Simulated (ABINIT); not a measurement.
Band structure of HgSe (F-43m, 2 atoms in the cell).

```
CELL_PARAMETERS angstrom
      0.00000     2.99106     2.99106
      2.99106     0.00000     2.99106
      2.99106     2.99106     0.00000
ATOMIC_POSITIONS crystal
  Hg 0.00000 0.00000 0.00000
  Se 0.25000 0.25000 0.25000
```

Method of the run: PBE, PAW (JTH v2.0 PBE PAW) (plane waves; ABINIT 10.0.3).

Settings: pseudos = [Hg.GGA_PBE-JTH.xml, Se.GGA_PBE-JTH.xml]; ecut = 571 eV; pawecutdg = 1143 eV; ixc = 11; occopt = 3; tsmear = 0.00073499 Ha; ngkpt = 8 8 8; nshiftk = 1; shiftk = 0 0 0; potentials = JTH v2.0 PBE PAW; kptopt = 1; nstep = 80; tolvrs1 = 1e-12.

The starting cell has typed, rounded lattice constants, without a prior relaxation at this level. Its lattice was rescaled by a random factor within 2.5 % of one. Spin-orbit coupling is off. The run gives no clean gap (levels at the Fermi energy touch, overlap or are partly filled at this smearing), which alone does not show that the compound is a metal.

These are the values that this program gave, and no reference: the one-centre exchange-correlation terms come from a truncated expansion.

Levels in eV from the Fermi level, bands 6 to 13:
```
point      6      7      8      9     10    11    12     13
-----  -----  -----  -----  -----  -----  ----  ----  -----
Γ      -6.67  -0.88  -0.01  -0.01  -0.01  5.42  5.42   5.42
X      -6.25  -5.35  -2.54  -2.54   2.81  2.87  8.61  10.11
W      -5.96  -5.60  -3.04  -2.63   3.76  5.09  6.14   7.43
K      -6.07  -5.55  -3.17  -2.08   2.95  4.49  8.02   8.32
L      -6.30  -5.89  -1.09  -1.09   1.11  6.23  6.23   7.11
U      -6.07  -5.55  -3.17  -2.08   2.95  4.49  8.02   8.32
```

No band crosses the Fermi level by more than 0.03 eV along this path.
